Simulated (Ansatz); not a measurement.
Results of r²SCAN (Ansatz, a program for electronic structure, PAW) for IrB (P-6m2, No. 187, 2 atoms in the cell; start mp-1183252).

Settings: plane-wave cutoff 560 eV, 24×24×20 k mesh (along the axes of the cell as run), Fermi–Dirac smearing 0.05 eV, no spin polarisation, scalar-relativistic PAW data made under PBE.

Cell (relaxed at this level):

IrB is modelled in the hexagonal space group P-6m2 (No. 187), Pearson symbol hP2. Cell: a = 3.0330 Å, b = 3.0330 Å, c = 2.7000 Å, α = 90.00°, β = 90.00°, γ = 120.00°. B on 1b is coordinated by 6 Ir at 2.211 Å (trigonal prismatic). Ir on 1e is surrounded by 6 B at 2.211 Å and 2 Ir at 2.700 Å and 6 Ir at 3.033 Å. (Neighbours: up to the widest gap in distance over summed covalent radii, below 1.35, at either atom; cation-cation and far metal-metal contacts left out.)

Problem. Predict the bulk modulus B0.

Solution. 
- bulk modulus B0: 317 GPa

Note: the run has no spin polarisation, so it can have missed a magnetic state; the bulk modulus is −V dP/dV from two relaxed cells at ±2 % in volume; the relaxation could not lower the start's symmetry, so the cell can be a saddle point above a distorted one.

Spin–orbit coupling is not included; it can open a gap where bands touch, and shift volumes and moduli.

The computed numbers hold no vibrational or temperature effects.

Cost on a shared machine: about 90 core-seconds (a rough figure).

A start named mp-… is a Materials Project structure, which need not be a measured phase.
